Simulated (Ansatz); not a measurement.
**Carrier properties of PbI₂ (P-3m1)**

Given:

```
PbI2
1.0
    4.43869     0.00000     0.00000
   -2.21934     3.84401     0.00000
    0.00000     0.00000     6.74127
Pb I
1 2
Direct
  0.00000   0.00000   0.00000
  0.66667   0.33333   0.71971
  0.33333   0.66667   0.28029
```

Level of theory: PBEsol+D3BJ with spin-orbit coupling, rigid bands (plane waves, PAW; Ansatz, a quantum-chemistry and plane-wave program). Condition of this run: spin-orbit coupling switched on. Cell: cell and atoms relaxed with PBEsol+d3bj.

The band gap is 1.14 eV and the electron conductivity mass (300 K, dilute) comes out as 0.189 (x), 0.189 (y), 1.22 (z) mₑ. The hole conductivity mass (300 K, dilute) is 0.32 (x), 0.32 (y), 0.56 (z) mₑ and the effective density of states N_c (300 K) comes out as 4.7e18 cm⁻³. The effective density of states N_v (300 K) comes out as 5.2e18 cm⁻³ and the density-of-states mass, electrons comes out as 0.33 mₑ. The density-of-states mass, holes is 0.35 mₑ, the Seebeck coefficient, n-type 1e19 cm⁻³, 300 K is -163 μV/K and the Seebeck coefficient, p-type 1e19 cm⁻³, 300 K is 179 μV/K. The best p-type power factor at 300 K for τ = 10 fs (best axis; densities from 1e16 to 1e21 cm⁻³ tried, whether or not they can be reached) comes out as 13.0 μW/(cm·K²) at 3e20 cm⁻³.

Rigid bands; masses and Seebeck coefficients take one relaxation time τ for all states and one kind of carrier; polarons and phonon drag are left out. Geometry: cell and atoms relaxed with PBEsol+D3(BJ).

PBEsol with a dispersion correction tends to overbind, so the cell can be several per cent short, in bad cases over ten, which usually narrows a gap: PbI2 (P-3m1).
